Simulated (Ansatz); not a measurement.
Base system: CrCuO$_{2}$ (space group R-3m, No. 166; a = 2.9638 Å, c = 16.9204 Å (hexagonal axes); ferromagnetic).

Level of theory: DFT with PBEsol, PAW potentials and a 420 eV plane-wave cutoff in Ansatz (a program for electronic structure), without spin-orbit coupling.

For the base:

| Property | Value |
|---|---|
| Gap character | indirect, S₂–F (13 % along) → L |
| Band gap | 0.92 eV |
| Largest site moment | 2.38 μB |
| Smallest direct gap | 1.16 eV |

One thing is altered: every Cu is replaced by Au; the structure is relaxed again.

Question: Predict the new gap character, band gap, largest site moment and smallest direct gap.

Answer: The gap character goes from indirect, S₂–F (13 % along) → L to indirect, k = (0, 0.385, -0.385) in the run's primitive reciprocal basis → Γ; the band gap drops by 0.46 eV (0.92 eV → 0.46 eV); the largest site moment stays essentially unchanged (2.38 μB against 2.37 μB); the smallest direct gap shrinks by 0.02 eV to 1.14 eV.

Spin-orbit coupling, missing from the scalar runs, can matter with Au. No phonon test of stability was made. For CrAuO2 in this form, whether it has been made was not checked. No Hubbard U is applied and the magnetic state is the run's own (CrAuO2 ferromagnetic; CrCuO2 ferromagnetic); small cells can't hold the antiferromagnetic order that many such compounds have, so gaps and moments can be off. A gap here joins edges of opposite spin (a spin-flip gap).
